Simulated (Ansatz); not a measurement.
Data:

```
SiO2
1.0
    4.83764     0.00000     0.00000
   -2.41882     4.18952     0.00000
    0.00000     0.00000     5.31905
Si O
3 6
Direct
  0.00000   0.45977   0.33333
  0.54023   0.54023   0.00000
  0.45977   0.00000   0.66667
  0.28399   0.40710   0.22854
  0.59290   0.87689   0.89521
  0.71601   0.12311   0.43813
  0.87689   0.59290   0.10479
  0.40710   0.28399   0.77146
  0.12311   0.71601   0.56187
```

No spin polarisation.

Method: PBEsol, PAW, 420 eV (Ansatz, an electronic-structure program; scalar-relativistic without spin-orbit coupling). Γ-centred 8×8×6 mesh, Fermi–Dirac width 0.05 eV.

**Question.** Predict the band gap, width of the top valence band, gap character and electron mass.

**Answer.** 
```json
{
 "band_gap": "5.89 eV",
 "width_of_the_top_valence_band": "0.54 eV",
 "gap_character": "indirect, K → Γ",
 "electron_mass": "0.48 mₑ (at Γ)"
}
```

The cells carry an imposed strain or load. Effective masses come from finite differences of ±0.01 Å⁻¹. Stability against distortions was not tested. The cell was made from SiO₂ (space group P3_221, No. 154) by this change: isotropic strain −2.25 %.
